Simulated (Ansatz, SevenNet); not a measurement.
For Ti3Al (P6₃/mmc, No. 194), the machine-learned potential SevenNet-l3i5 (trained on PBE and PBE+U data) gives:

| Property | Result |
|---|---|
| lattice constant a | 5.740 Å |
| c axis length | 4.675 Å |
| enthalpy of formation | -0.325 eV/atom |

**Question.** What does PBEsol in Ansatz (PAW) give for the same quantities?

**Answer.** 
- lattice constant a: 5.690 Å (shrinks by 0.9 %)
- lattice parameter c: 4.609 Å (falls by 1.4 %)
- formation enthalpy: -0.284 eV/atom (moves by +0.041 eV/atom)

Changes are worked out from the printed values.

Unless a cell is named, each level is at its own relaxed cell (SevenNet-l3i5 16.67, PBEsol 16.16 Å³/atom).

Ansatz's density-functional and Hartree–Fock values are scalar-relativistic unless marked +SOC, with PAW data made under PBE.

Ansatz is a program for electronic structure.
